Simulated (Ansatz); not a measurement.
Results of PBE0 (Ansatz, a program for electronic structure, PAW) for KF (Pm-3m, No. 221, 2 atoms in the cell; start mp-8454; a measured phase of this formula has another space group).

Run with plane-wave cutoff 460 eV, 8×8×8 k mesh, Fermi–Dirac smearing 0.01 eV, scalar-relativistic PAW data made under PBE.

The cell is the one relaxed with PBEsol. Conventional cell: a = 3.1760 Å, b = 3.1760 Å, c = 3.1760 Å, α = 90.00°, β = 90.00°, γ = 90.00°.

```yaml
crystal:
  lattice:
    - [3.17602, 0.00000, 0.00000]
    - [0.00000, 3.17602, 0.00000]
    - [0.00000, 0.00000, 3.17602]
  atoms:
    - { symbol: K, position: [0.00000, 0.00000, 0.00000] }
    - { symbol: F, position: [0.50000, 0.50000, 0.50000] }
```

### Question
List the 8 lowest band energies at Γ above −25 eV (eV, relative to the valence band maximum), grouping those that round alike.

### Answer
At Γ: -20.52, -9.89 (×3), -0.03 (×3), 9.70.

Note: the run warned that its exchange threshold was loose for the stress; cell and atoms aren't relaxed at this level (pressure 1.6 GPa).

A start named mp-… is a Materials Project structure, which need not be a measured phase.
